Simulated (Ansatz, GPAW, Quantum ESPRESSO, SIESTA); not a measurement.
**Code comparison for CuI (F-43m, 2 atoms in the cell)**

Relaxation of cell and atoms.

```xyz
2
Lattice="0.0000 3.0250 3.0250 3.0250 0.0000 3.0250 3.0250 3.0250 0.0000" Properties=species:S:1:pos:R:3 pbc="T T T"
Cu     0.0000     0.0000     0.0000
I      1.5125     1.5125     1.5125
```

Shared settings, as Ansatz (a first-principles code) writes them: kpoints.mp_grid.grid = 5 5 5; scf.occupations.method = fermi_dirac; scf.occupations.width = 0.0007 Ry. Potentials and cutoffs stand in the table.

```json
[
 {"code": "Ansatz", "model": "PBE, default PAW files", "final volume (Å³/atom)": "28.10", "gap on the mesh (eV)": "1.098", "cutoff": "30.9 Ry"},
 {"code": "Quantum ESPRESSO", "model": "PBE, SSSP 1.1.2 efficiency (PBE) pseudopotentials", "final volume (Å³/atom)": "28.15", "gap on the mesh (eV)": "1.083", "cutoff": "50 Ry"},
 {"code": "SIESTA", "model": "GGA PBE, numerical atomic orbitals DZP, PseudoDojo PBE standard norm-conserving potentials (rewritten from UPF to PSML)", "final volume (Å³/atom)": "28.81", "gap on the mesh (eV)": "1.774", "cutoff": "grid 350 Ry"},
 {"code": "GPAW", "model": "PBE, GPAW PAW datasets PBE (gpaw-data 1.0.1)", "final volume (Å³/atom)": "28.40", "gap on the mesh (eV)": "1.089", "cutoff": "800 eV"}
]
```

Gaps are read on the mesh.

On Ansatz's run: spin-orbit coupling is off.

The spread over the programs that give each value: final volume within 0.71 Å³/atom; gap on the mesh within 0.691 eV.

SIESTA uses small atom-centred bases, whose incompleteness enters pressures, forces and empty levels differently from a plane-wave cutoff. The programs treat the finite-basis stress differently while the cell relaxes: Ansatz adds an estimate of it.

The starting cell has typed, rounded lattice constants, without a prior relaxation at this level.

Left out of this page: ABINIT (with a known weakness of the program).

Keys are those of Ansatz 0.2.
